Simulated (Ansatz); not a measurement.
# AlHO2, pressure series

The reference is AlHO2 (space group Pnnm, No. 58; a = 4.160 Å, b = 4.694 Å, c = 2.840 Å; a cell from a computed database, its experimental status unchecked).

Cell and atoms are relaxed at each pressure.

Level of theory: PBEsol (Ansatz, an electronic-structure program, PAW, spin-orbit coupling left out).

```tsv
P (GPa)	V (Å³/atom)
-2.00	6.997
-1.00	6.964
0.29	6.923
0.68	6.911
1.50	6.886
3.00	6.841
5.00	6.783
7.49	6.714
9.99	6.648
```

### Question
Fit a third-order Birch–Murnaghan equation of state.

### Answer
Least squares on P(V) = (3B₀/2)[(V₀/V)^(7/3) − (V₀/V)^(5/3)]·[1 + (3/4)(B₀′ − 4)((V₀/V)^(2/3) − 1)] gives V₀ = 6.93 Å³/atom, B₀ = 220 GPa and B₀′ = 4.0.

Between the base and pressure 10 GPa the gap moves from 6.08 eV to 6.60 eV, a mean slope of 52 meV/GPa.

Load acts through the strain it causes; cell and atoms are relaxed under it. Whether these cells are dynamically stable was not tested. No other phases were tried under pressure.
